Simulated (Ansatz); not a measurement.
End structure of a constructed model of the (111) surface of fcc Cu, a pseudomorphic layer of Rh in the host's stacking (bottom of the slab: a bare face, its two planes held):

```yaml
crystal:
  lattice:
    - [2.56680, 0.00000, 0.00000]
    - [-1.28340, 2.22291, 0.00000]
    - [0.00000, 0.00000, 29.00000]
  atoms:
    - { symbol: Cu, position: [0.33333, 0.66667, 0.27715] }
    - { symbol: Cu, position: [0.66667, 0.33333, 0.34942] }
    - { symbol: Cu, position: [0.00000, 0.00000, 0.42152] }
    - { symbol: Cu, position: [0.33333, 0.66667, 0.49399] }
    - { symbol: Cu, position: [0.66667, 0.33333, 0.56625] }
    - { symbol: Cu, position: [0.00000, 0.00000, 0.63853] }
    - { symbol: Rh, position: [0.33333, 0.66667, 0.71376] }
```

Slab: 7 atoms, 12.9 Å thick at the start with caps and adatoms (thin: gaps and levels are the slab's own); k 17x17x1, smearing 0.1 eV, dipole-corrected; 2 atoms held, the rest relaxed; held to the start's symmetry, so lower structures may exist; no spin, no spin-orbit, no U. In PBE it is, or lies within 0.01 eV a 1x1 cell of, the lowest of the 2 structures of its composition computed so far; subsurface sites and larger cells were not tried.

Give the work function of the top face at the level PBE in Ansatz (a first-principles code).

5.45 eV
